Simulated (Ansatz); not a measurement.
monoclinic HfO2 (1 0 0) on wurtzite GaN (1 1 0), 4 anions of the cut taken off so that formal charges cancel (film strained to the substrate, started from cuts of the bulks and a machine-learned relaxation; slabs Ga18N18 and Hf8O16, which can lie off the formulas)

A periodic stack without vacuum, monoclinic HfO2 (1 0 0) on wurtzite GaN (1 1 0), 4 anions of the cut taken off so that formal charges cancel (film strained to the substrate, started from cuts of the bulks and a machine-learned relaxation; slabs Ga18N18 and Hf8O16, which can lie off the formulas): substrate slab Ga18N18, film Hf8O16, surface cells [[0, 1], [-1, 0]] and [[0, 1], [-1, 0]], film strained by +0.6 and +4.2 %, outermost planes GaN/GaN and O/O as cut, which need not be the usual terminations and can put a slab off its formula.

The start was prepared with a machine-learned potential, and the result is one local minimum, with the in-plane cell held and forces under 0.04 eV/Å; the film can end far from its bulk form.

The numbers are results of PBE (plane waves to 420 eV, PAW; Ansatz, an electronic-structure program), not measurements. Spin–orbit coupling is left out; the runs are not spin-polarised; PBE gaps are too small against experiment. Its k-point mesh 4×5×1, Fermi–Dirac width 0.05 eV.

```
Property                                                                                   Result
--------------------------------------------------------------------------------  ---------------
interface area                                                                            29.2 Å²
period                                                                                    24.85 Å
heights between the nearest atoms of the two slabs at the two interfaces          1.33 and 1.02 Å
Ga–Hf contacts across the interfaces within 1.22 times the sum of covalent radii  11, mean 3.35 Å
Ga–O contacts across the interfaces within 1.22 times the sum of covalent radii    4, mean 1.89 Å
Hf–N contacts across the interfaces within 1.22 times the sum of covalent radii    4, mean 2.26 Å
```

```xyz
60
Lattice="5.5607 0.0008 0.4038 0.0041 5.2429 -0.0599 1.5030 -2.9102 25.0607" Properties=species:S:1:pos:R:3 pbc="T T T"
Ga     3.3839     2.7853     0.5166
Ga     1.4440     0.2377     0.4827
N      3.2538     4.7567     0.3903
N      1.5479     2.1735     0.2451
Ga     6.0367     2.8300     2.2340
Ga     4.1298     0.1917     2.1306
N      5.9752     4.8019     2.3208
N      4.1803     2.1711     2.1756
Ga     3.1207     2.8455     3.6873
Ga     1.2465     0.2251     3.6124
N      3.1058     4.8209     3.6488
N      1.2680     2.2004     3.5342
Ga     5.7810     2.8636     5.4802
Ga     3.9182     0.2416     5.3808
N      5.7722     4.8383     5.4901
N      3.9278     2.2165     5.3586
Ga     2.8825     2.8822     6.8826
Ga     1.0244     0.2608     6.8029
N      2.8785    -0.3851     6.9337
N      1.0281     2.2360     6.7601
Ga     5.5451     2.9001     8.7011
Ga     3.6901     0.2776     8.6073
N      5.5443    -0.3665     8.7522
N      3.6948     2.2513     8.5503
Ga     2.6459     2.9155    10.0636
Ga     0.8007     0.3037    10.0053
N      2.6544    -0.3521    10.1632
N      0.7883     2.2792     9.9818
Ga     5.3003     2.9560    11.9374
Ga     3.4736     0.2936    11.8631
N      5.3237    -0.3156    11.9723
N      3.4739     2.2593    11.7105
Ga     2.3718     2.9266    13.1289
Ga     0.6750     0.4229    13.1268
N      2.4499    -0.3640    13.4060
N      0.5135     2.3824    13.2137
Hf     3.7735    -0.0927    18.4126
Hf     2.1393    -0.6400    15.6204
Hf     4.9524     2.3113    15.6612
Hf     6.5348     2.1073    18.5774
O      4.7741     1.4432    17.5090
O      6.5152    -2.0433    16.8139
O      3.8218    -1.1668    16.6864
O      2.0537     0.6600    17.1989
O      5.8089     0.3489    15.3702
O      3.1754    -2.7669    14.8235
Hf     2.4227     0.0374    23.2970
Hf     6.4425    -0.4899    20.8299
Hf     3.7077    -2.7498    20.8327
Hf     5.7000     2.3521    23.5332
O      3.9238     1.3333    22.5319
O      5.2818    -1.7942    21.8906
O      2.4795    -1.3767    21.7670
O      1.0609     0.8712    21.9776
O      4.9324    -1.5790    19.4252
O      5.2811     1.0003    19.9098
O      2.5117     1.0596    19.6997
O      2.1353    -1.6074    19.1513
O      6.0823    -0.9486    24.3285
O      1.8412     1.8102    24.1622
```
